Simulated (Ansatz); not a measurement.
The starting structures come from a database of crystals and need not be the phases stable at ambient conditions.

 Where the default PAW files enter, the runs use the earlier of Ansatz's two default sets.

The decay constant κ of evanescent states in the gap governs leakage through a thin film.

```yaml
crystal:
  lattice:
    - [5.72221, 0.00000, 0.00000]
    - [-2.86110, 4.95557, 0.00000]
    - [2.86110, 1.65186, 4.67216]
  atoms:
    - { symbol: Ba, position: [0.50000, 0.25000, 0.25000] }
    - { symbol: Ba, position: [0.50000, 0.75000, 0.75000] }
    - { symbol: H, position: [0.42816, 0.21408, 0.78592] }
    - { symbol: H, position: [0.57184, 0.78592, 0.21408] }
    - { symbol: H, position: [0.00000, 0.21408, 0.78592] }
    - { symbol: H, position: [0.00000, 0.78592, 0.21408] }
    - { symbol: H, position: [0.00000, 0.78592, 0.78592] }
    - { symbol: H, position: [0.00000, 0.21408, 0.21408] }
    - { symbol: Os, position: [0.00000, 0.00000, 0.00000] }
```

Space group of this cell: Fm-3m. The cell is taken as given; by r2SCAN its mean pressure is -0.6 GPa.

Transport runs along the normal of the first two printed cell vectors, the (111) plane of the conventional cell.

No gap correction and no spin-orbit coupling; mid-gap values are interpolated between computed energies.

Problem. Give the band gap and the smallest decay constant κ at mid-gap that r2SCAN (Ansatz, a quantum-chemistry and plane-wave program) yields.

Solution. Gap 2.24 eV on a 8×8×8 mesh; κ = 0.413 1/Å, at the zone centre.
